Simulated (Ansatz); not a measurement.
The reference is BeSe in the zinc blende structure (space group F-43m, No. 216; a = 5.129 Å).

One thing is altered: a hydrostatic pressure of 10 GPa.

Levels (all Ansatz, a program for electronic structure, PAW): PBEsol (420 eV, no SOC); HSE06+SOC (420 eV, with spin-orbit coupling).

The geometry is relaxed with PBEsol.

| Property | Result |
|---|---|
| PBEsol valence-band top at Γ | 0.00, 0.00, 0.00 eV |
| PBEsol lowest conduction level above the VBM at special points | X 2.22 eV; U 3.51 eV; K 3.51 eV; Γ 4.95 eV |

With HSE06+SOC at the same geometry, the valence-band top at Γ (three highest Kramers pairs, from the VBM) becomes 0.00, 0.00, -0.49 eV (PBEsol: 0.00, 0.00, 0.00 eV); the lowest conduction level above the VBM at special points becomes X 3.03 eV; U 4.35 eV; K 4.35 eV; Γ 5.86 eV (PBEsol: X 2.22 eV; U 3.51 eV; K 3.51 eV; Γ 4.95 eV). The threefold valence maximum splits by Δso ≈ 0.49 eV.

Single points use the geometry relaxed with PBEsol. The hybrid gap comes from the SCF mesh plus the semilocal run's edge points and a few special points and is an upper bound. Differences between runs with and without spin-orbit coupling are approximate. The levels and masses belong to the bands next to the band gap. Load acts through the strain it causes; cell and atoms are relaxed under it. Stability against distortions was not tested. Competing high-pressure phases were not computed.
